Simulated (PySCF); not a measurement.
PySCF 2.14.0, unrestricted B3LYP/def2-svp, df: F[C]1CC(F)C(F)(F)C1(F)F, charge 0, multiplicity 2, 14 atoms. The geometry is a generated start, not checked to be a minimum at this level.

```
Item                           Value
-------------------  ---------------
task                          energy
method                         b3lyp
basis                       def2-svp
two-electron scheme  density fitting
mol.max_memory               3000 MB
mf.max_cycle                     100
mf.conv_tol          1e-09 (default)
mf.grids.level           3 (default)
basis functions                  169
grid points                   185592
```

```xyz
14

F     -1.9829     1.6555    -0.5292
C     -0.9807     0.7815    -0.4348
C     -1.2110    -0.6235    -0.0327
C      0.1293    -1.0473     0.5817
F      0.3996    -2.3602     0.3479
C      1.1754    -0.1244    -0.0849
F      1.5371    -0.5892    -1.2961
F      2.3017    -0.0055     0.6392
C      0.4221     1.2310    -0.2482
F      0.5998     1.9845     0.8854
F      0.9160     1.9864    -1.2508
H     -1.4200    -1.2689    -0.8988
H     -2.0557    -0.7278     0.6542
H      0.1693    -0.8921     1.6672
```

Charge 0 and multiplicity 2 are set for this test and not shown to be the ground state.

With the defaults (mf.DIIS = CDIIS, mf.diis = true, mf.diis_space = 8, mf.init_guess = minao, mf.level_shift = 0, mf.damp = 0, mf.diis_start_cycle = 1) it converges in 14 Fock builds. One run each on 2 threads, 1 BLAS thread, with these changes:
- mf.diis = false, mf.damp = 0.7, mf.diis_start_cycle = 999
- mf.DIIS = EDIIS
- mf.level_shift = 0.1 Hartree
- mf.init_guess = 1e
- mf.level_shift = 1 Hartree
- mf.diis = false
- mf.diis_space = 5
- mf.damp = 0.3, mf.diis_start_cycle = 4
- mf.diis_space = 12

### Question
Name the settings that don't reach the solution of the defaults.

### Answer
No convergence: mf.DIIS = EDIIS; mf.diis = false (the run ends without SCF convergence in 100 cycles). The rest reach the solution of the defaults.

```tsv
setting	Fock builds	end
the defaults	14	same solution
mf.diis_space = 12	14	same solution
mf.level_shift = 0.1 Hartree	14	same solution
mf.diis_space = 5	15	same solution
mf.damp = 0.3, mf.diis_start_cycle = 4	17	same solution
mf.init_guess = 1e	20	same solution
mf.level_shift = 1 Hartree	35	same solution
mf.diis = false, mf.damp = 0.7, mf.diis_start_cycle = 999	35	same solution
mf.DIIS = EDIIS	101	no convergence
mf.diis = false	101	no convergence
```
